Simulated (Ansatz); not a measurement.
The reference is GaCuSe₂ in the chalcopyrite structure (space group I-42d, No. 122; a = 5.6718 Å, c = 11.2626 Å). Axes: x, y, z lie along a, b, c of the conventional cell.

Level of theory: PBE in Ansatz (plane waves to 420 eV, PAW, without spin-orbit coupling).

Base values:

```
Quantity    Value
--------  -------
Pressure  0.0 GPa
```

One thing is altered: the cell is compressed by 0.75 % along z with no lateral relaxation; the atoms relax in the strained cell.

Problem. What happens to the energy relative to the base?

Solution. The energy grows by 0.3 meV/atom.

Problem. What happens to the pressure?

Solution. The pressure (mean of the normal stresses, compression positive) goes from zero to 0.5 GPa.

Stability against distortions was not tested. The final runs are not spin-polarised. Gaps under 0.05 eV, about the width of the smearing, are given as zero.

Ansatz is a program for electronic structure.
